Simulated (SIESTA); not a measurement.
Input and output of a self-consistent single point for MgH2 (P4_2/mnm, 6 atoms in the cell) (SIESTA).

Method: GGA PBEsol, numerical atomic orbitals TZP, PseudoDojo PBEsol standard norm-conserving potentials (rewritten from UPF to PSML) run with SIESTA 5.4.2.

```
MgH2
1.0
    4.45878     0.00000     0.00000
    0.00000     4.45878     0.00000
    0.00000     0.00000     2.98057
Mg H
2 4
Direct
  0.50000   0.50000   0.50000
  0.00000   0.00000   0.00000
  0.69557   0.69557   0.00000
  0.30443   0.30443   0.00000
  0.80443   0.19557   0.50000
  0.19557   0.80443   0.50000
```

Reference input (self-consistent single point, DFT, GGA PBE, numerical atomic orbitals TZP, PseudoDojo PBE standard norm-conserving potentials (rewritten from UPF to PSML)): XC.functional = GGA; XC.authors = PBE; potentials = PseudoDojo PBE standard; PAO.BasisSize = TZP; PAO.EnergyShift = 0.01 Ry; MeshCutoff = 300 Ry; kgrid.MonkhorstPack = 8 8 11; OccupationFunction = FD; ElectronicTemperature = 0.01 eV; MaxSCFIterations = 150; SCF.Mixer.Method = Pulay; SCF.Mixer.Weight = 0.25. This run's input differs from it in these lines:

```diff
@@ -1,2 +1,2 @@
-# files in the folder: Mg.psml H.psml (PseudoDojo PBE standard)
+# files in the folder: Mg.psml H.psml (PseudoDojo PBEsol standard)
 SystemName  MgH2
@@ -27,3 +27,3 @@
 XC.functional                GGA
-XC.authors                   PBE
+XC.authors                   PBEsol
 PAO.BasisSize                TZP
```

Output (repeated stretches shortened):

```
        iscf     Eharris(eV)        E_KS(eV)     FreeEng(eV)     dDmax    Ef(eV) dHmax(eV)
   scf:    1    -3284.099352    -3288.534577    -3288.534577  1.640455 -4.970127  4.941838
   scf:    2    -3289.154188    -3288.852220    -3288.852220  0.044236 -2.969000  3.415067
   scf:    3    -3289.298422    -3289.106717    -3289.106717  0.090788 -4.355194  0.234349
   scf:    4    -3289.107399    -3289.107079    -3289.107079  0.006903 -4.499835  0.022832
   scf:    5    -3289.107149    -3289.107119    -3289.107119  0.001030 -4.494042  0.002797
   scf:    6    -3289.107120    -3289.107119    -3289.107119  0.000459 -4.493335  0.000183
   scf:    7    -3289.107119    -3289.107119    -3289.107119  0.000041 -4.493255  0.000082
   scf:    8    -3289.107119    -3289.107119    -3289.107119  0.000013 -4.493248  0.000020
   scf:    9    -3289.107119    -3289.107119    -3289.107119  0.000001 -4.493250  0.000000
SCF Convergence by DM+H criterion
max |DM_out - DM_in|         :     0.0000013830
max |H_out - H_in|      (eV) :     0.0000001270
SCF cycle converged after 9 iterations

Using DM_out to compute the final energy and forces

siesta: E_KS(eV) =            -3289.1071

siesta: E_KS - E_eggbox =     -3289.1071

siesta: Atomic forces (eV/Ang):
     1    0.000000    0.000000   -0.000000
     2   -0.000000   -0.000000    0.000000
     3   -0.015704   -0.015704    0.000000
     4    0.015704    0.015704    0.000000
     5    0.015704   -0.015704   -0.000000
     6   -0.015704    0.015704   -0.000000
   Tot   -0.000000   -0.000000   -0.000000
   Max    0.015704
   Res    0.010469    sqrt( Sum f_i^2 / 3N )
   Max    0.015704    constrained

   [... lines left out ...]
siesta: FreeEng =     -3289.107119
siesta: Cell volume =         59.255955 Ang**3
siesta:          13.46950406         13.19470459  kBar
   [... lines left out ...]
   6  1.445   0.906  -0.562   1.052   0.017   0.015   0.017

mulliken: Qtot =       24.000

Mulliken Atomic Populations:
Atom #   charge [q] valence [e]  Species
     1     0.890016    9.109984  Mg
     2     0.890016    9.109984  Mg
     3    -0.445008    1.445008  H
     4    -0.445008    1.445008  H
     5    -0.445008    1.445008  H
     6    -0.445008    1.445008  H
 Total    -0.000000
```

The run converged in 9 iterations. Against the reference run the pressure goes from 2.41 to 1.35 GPa, the largest force hardly changes (0.019 to 0.022 eV/Å) and the gap on the mesh goes from 3.888 to 3.660 eV.

The starting cell comes from a database of computed structures (which also holds hypothetical and non-ambient phases and stackings), without a prior relaxation at this level. Its lattice was rescaled by a random factor within 2.5 % of one. Values carry the incompleteness of an atom-centred basis.
